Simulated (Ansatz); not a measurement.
# What isotropic strain +2.50 % does to Hf

Take Hf in the hcp (Mg type) structure (space group P6_3/mmc, No. 194; a = 3.158 Å, c = 5.004 Å; relaxed with 0.1 eV smearing) as the base.

The change: an isotropic linear strain of +2.50 %; the atoms relax in the strained cell.

Computed with PBEsol/PAW in Ansatz (a first-principles code), no spin-orbit coupling. Γ-centred 21×21×12 mesh, Fermi–Dirac width 0.1 eV.

| quantity | base | changed | shift |
|---|---|---|---|
| volume per atom | 21.61 Å³ | 23.27 Å³ | +1.66 Å³ |
| space group | P6_3/mmc (No. 194) | P6_3/mmc (No. 194) | – |
| shortest interatomic distance | 309.6 pm | 317.3 pm | +7.7 pm |
| energy relative to the base (free energy F) | 0 meV/atom | +40 meV/atom | +40 meV/atom |
| pressure (mean of the normal stresses, compression positive) | 0.0 GPa | -7.4 GPa | -7.4 GPa |
| band gap | zero | zero | – |

No phonon test of stability was made. All final runs are without spin polarisation.
